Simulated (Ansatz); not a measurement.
**Ti3Al: biaxial strain +1.27 %, plane normal [001], relaxed out of plane**

Take Ti3Al (space group P6_3/mmc, No. 194; a = 5.688 Å, c = 4.608 Å) as the base. Axes: x lies along a and z along c of the hexagonal cell.

It is then changed as follows: biaxial strain +1.27 %, plane normal [001], relaxed out of plane (Cartesian); in-plane vectors clamped, the third vector and the atoms free.

Calculations: PBEsol/PAW in Ansatz (a quantum-chemistry and plane-wave program), without spin-orbit coupling. k-mesh 10×10×10 (Γ-centred); smearing 0.05 eV (Fermi–Dirac).

- Volume per atom = 16.43 Å³ (base 16.14 Å³)
- Space group = P6_3/mmc (No. 194) (base P6_3/mmc (No. 194))
- Shortest interatomic distance = 5.312 bohr (base 5.277 bohr)
- Energy relative to the base (free energy F) = +3.9 meV/atom
- Pressure (mean of the normal stresses, compression positive) = -2.0 GPa (base 0.0 GPa)
- Band gap = zero (base zero)
- Out-of-plane strain = -0.74 % (rough)
- Mean in-plane stress (compression positive) = -3.0 GPa (rough)

Final structure (turned so that z lies along the plane normal):

```xyz
8
Lattice="5.7598 0.0000 0.0000 2.8799 4.9882 0.0000 0.0000 0.0000 4.5743" Properties=species:S:1:pos:R:3 pbc="T T T"
Ti     7.1750     4.1425     1.1436
Ti     2.8799     3.2968     3.4307
Ti     4.3447     4.1425     1.1436
Ti     1.4648     0.8457     3.4307
Ti     5.7598     1.6914     1.1436
Ti     4.2951     0.8457     3.4307
Al     2.8799     1.6627     1.1436
Al     5.7598     3.3254     3.4307
```

Without a gap, meshes like the base's 10×10×10 leave anisotropic stresses uncertain by several tenths of a GPa, and small strain energies with them. Stability against distortions was not tested. The final runs are not spin-polarised.
